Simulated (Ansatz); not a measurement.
## TaN (P-62m, No. 189)

These are LDA (Ansatz, a program for electronic structure, plane waves, PAW) values and carry that method's errors.

Numerical settings: plane-wave cutoff 500 eV, 12×12×14 k mesh (along the axes of the cell as run), Fermi–Dirac smearing 0.05 eV, scalar-relativistic PAW data made under PBE.

Cell (relaxed at this level):

```
CELL_PARAMETERS angstrom
      5.14985     0.00000     0.00000
     -2.57492     4.45990     0.00000
      0.00000     0.00000     2.87484
ATOMIC_POSITIONS crystal
  Ta 0.00000 0.00000 0.00000
  Ta 0.33333 0.66667 0.50000
  Ta 0.66667 0.33333 0.50000
  N  0.39330 0.00000 0.00000
  N  0.60670 0.60670 0.00000
  N  0.00000 0.39330 0.00000
```

| Quantity | Result |
|---|---|
| band gap | none |

Spin–orbit coupling is not included.

Computed values are for the static lattice.

Cost on a shared machine: around 2.3 core-minutes (rough).
